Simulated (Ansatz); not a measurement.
# FeHO2: pressure 1.5 GPa

Start from FeHO2 (space group Pmn2_1, No. 31; a = 2.774 Å, b = 4.205 Å, c = 4.686 Å; ferromagnetic; a cell from a computed database, its experimental status unchecked).

The change: cell and atoms relaxed at a pressure of 1.5 GPa.

The values are results of Ansatz (a program for electronic structure), PBEsol, PAW, cutoff 420 eV, no spin-orbit coupling, not measurements. Settings: 15×10×9 k-points, 0.05 eV Fermi–Dirac smearing.

```tsv
quantity	base	changed	shift
volume per atom	6.83 Å³	6.79 Å³	-0.046 Å³
shortest interatomic distance	1.071 Å	1.076 Å	+0.005 Å
enthalpy H = E + PV relative to the base's energy	–	+0.06 eV/atom	–
band gap	zero	zero	–
magnetic state	ferromagnetic	ferromagnetic	–
largest site moment	0.83 μB	0.83 μB	0.00 μB
```

Final structure:

```
FeHO2
1.0
    2.76588     0.00000     0.00000
    0.00000     4.19577     0.00000
    0.00000     0.00000     4.67778
Fe H O
2 2 4
Direct
  0.50000   0.73859   0.50951
  0.00000   0.26141   0.00951
  0.50000   0.78132   0.99894
  0.00000   0.21868   0.49894
  0.50000   0.98629   0.86082
  0.00000   0.01371   0.36082
  0.50000   0.51210   0.16253
  0.00000   0.48790   0.66253
```

Load acts through the strain it causes; cell and atoms are relaxed under it. No phonon test of stability was made. No Hubbard U is applied and the magnetic state is the run's own (FeHO2 ferromagnetic); other magnetic orders, which need larger cells, were not tried and can change the gap.
